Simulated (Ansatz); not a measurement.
Base system: Sn in the diamond structure (space group Fd-3m, No. 227; a = 6.540 Å; relaxed with 0.1 eV smearing). Axes: x, y, z lie along the cube axes.

The values are results of PBEsol (Ansatz, a quantum-chemistry and plane-wave program; PAW; 420 eV plane waves; no spin-orbit coupling), not measurements.

Before the change:

The shortest interatomic distance comes out as 2.832 Å.

Perturbation: the cell is stretched by 2.50 % along z with no lateral relaxation, atoms relaxed at fixed cell.

### Question
What happens to the stress, shortest interatomic distance and energy relative to the base?

### Answer
The stress (xx, yy, zz, yz, xz, xy; compression positive) amounts to (-0.7, -0.7, -1.5, 0.0, 0.0, 0.0) GPa; the shortest interatomic distance grows by 0.024 Å (2.832 Å → 2.856 Å); the energy grows by 4.0 meV/atom.

The cells carry an imposed strain or load. Whether these cells are dynamically stable was not tested.
